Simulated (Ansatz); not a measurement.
System: Al2Cu (I4/mcm, No. 140). Method: rVV10 (plane waves, PAW; Ansatz, an electronic-structure program).

Settings: plane-wave cutoff 520 eV, 14×14×14 k mesh, Fermi–Dirac smearing 0.05 eV, no spin polarisation, scalar-relativistic PAW data made under PBE.

Cell (relaxed at this level):

Al₂Cu has the tetragonal space group I4/mcm (No. 140), Pearson symbol tI12. Conventional cell: a = b = 6.064 Å, c = 4.886 Å, α = β = γ = 90.00°. Al on 8h is coordinated by 4 Cu at 2.592 Å and 1 Al at 2.703 Å and 2 Al at 2.912 Å and 8 Al at 3.102–3.232 Å. Cu on 4a sees 2 Cu at 2.443 Å and 8 Al at 2.592 Å. (Neighbours: up to the widest gap in distance over summed covalent radii, below 1.35, at either atom.)
(The calculation used a cell of 6 atoms; values per cell refer to that cell.)

Problem. Give the computed bulk modulus and pressure derivative B′ of the bulk modulus.

Solution. 
- bulk modulus = 97.5 GPa
- pressure derivative B′ of the bulk modulus = 4.6

The run finds no gap.

Note: the bulk modulus comes from volumes at which shape and atoms were relaxed.

The computed numbers hold no vibrational or temperature effects.

It cost around 15 core-minutes (rough) of CPU time.
